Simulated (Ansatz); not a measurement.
Take La2O3 (space group P-3m1, No. 164; a = 3.9403 Å, c = 6.1880 Å) as the base.

(Cell as relaxed with PBE.)

Levels (all Ansatz, an electronic-structure program, PAW): PBE (420 eV, no spin-orbit coupling); r2SCAN (500 eV, without spin-orbit coupling).

Each level relaxes its own structure.

```tsv
base	PBE	r2SCAN
volume per atom	16.64 Å³	16.43 Å³
lattice parameter a	3.940 Å	3.935 Å
band gap	3.83 eV	4.23 eV
```

It is then changed as follows: a hydrostatic pressure of 15 GPa.

```tsv
quantity	PBE	r2SCAN
shift of the gap caused by the change	0.00 eV	…
band gap	3.84 eV	…
electron mass	1.2 mₑ along c, 1.3 mₑ across (at K)	…
lattice parameter a	3.869 Å	…
gap character	indirect, L → K	…
```

**Question.** Given the PBE results, estimate those of r2SCAN.

**Answer.** 
- shift of the gap caused by the change, r2SCAN: -0.06 eV
- band gap, r2SCAN: 4.17 eV
- electron mass, r2SCAN: 1.1 mₑ (at K)
- lattice parameter a, r2SCAN: 3.874 Å
- gap character, r2SCAN: indirect, L → K

PBE's shift of the gap caused by the change lies 0.06 eV above r2SCAN's; PBE's band gap lies 0.33 eV below r2SCAN's; PBE's lattice parameter a lies 0.005 Å below r2SCAN's (0.1 %); the two agree on the gap character. Neither level is exact; r2SCAN is the comparison here, not a measurement.

Load acts through the strain it causes; cell and atoms are relaxed under it. Effective masses come from finite differences of ±0.01 Å⁻¹. Stability against distortions was not tested. Competing high-pressure phases were not computed.
